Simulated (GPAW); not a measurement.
# A short convergence ladder for Co (P-3m1, 2 atoms in the cell)

```
Co
1.0
    1.26127    -2.18459     0.00000
    1.26127     2.18459     0.00000
    0.00000     0.00000     4.09035
Co
2
Cartesian
  1.26127   0.72820   1.07259
  1.26127  -0.72820   3.06776
```
Moments meant for the start (each program seeds them in its own way; μB, in the order of the atoms Co Co): 2.0 2.0.

Base method: LDA (Perdew-Wang 92), GPAW PAW datasets LDA (gpaw-data 1.0.1) (plane waves; GPAW 25.7.0).

Base settings: spinpol = true; mode = pw; ecut = 850 eV; xc = LDA; kpts = 5 5 3; mesh shift (steps) = 0 0 0; occupations.name = fermi-dirac; occupations.width = 0.1 eV; nbands = -6; symmetry.symmorphic = false.

Core times come from one kind of shared machine, to one figure; runs under 30 s give none.

**The relaxed cell against the cutoff**

On Co (P6_3/mmc, 2 atoms in the cell): atoms on their sites.

In this ladder: convergence.density = 1e-05 e/electron; optimizer = BFGS; fmax = 0.03 eV/Å.

The mesh stays at the base's, so the ladder's end is converged at best in this setting alone.

Only quantities that move along the ladder and can be compared are tabulated.

```tsv
ecut	relaxed volume (Å³/atom)	relaxation steps	core time / last (rough)
425 eV	9.755	4	–
510 eV	9.883	4	–
595 eV	10.081	4	–
720 eV	10.138	4	0.3
850 eV	10.128	4	0.4
1020 eV	10.135	5	0.5
1275 eV	10.140	5	0.9
1700 eV	10.140	5	1
```

Coarsest ecut that holds the relaxed volume within 0.051 Å³/atom of the last step, with all finer ones: 720 eV, at about 0.3 of the last step's time; the step before is off by 0.059 Å³/atom.

At the lowest cutoff the cell relaxes to a volume 3.8 % smaller than at the highest.

On the base run: the starting cell has typed, rounded lattice constants, without a prior relaxation at this level. Its lattice was rescaled by up to half a per cent. One atom was moved a little off its site on purpose. The magnetic order is the one reached from the typed start; others were not searched systematically. Without a gap this mesh is coarse (it stands for a supercell whose shortest vector is 12 Å).
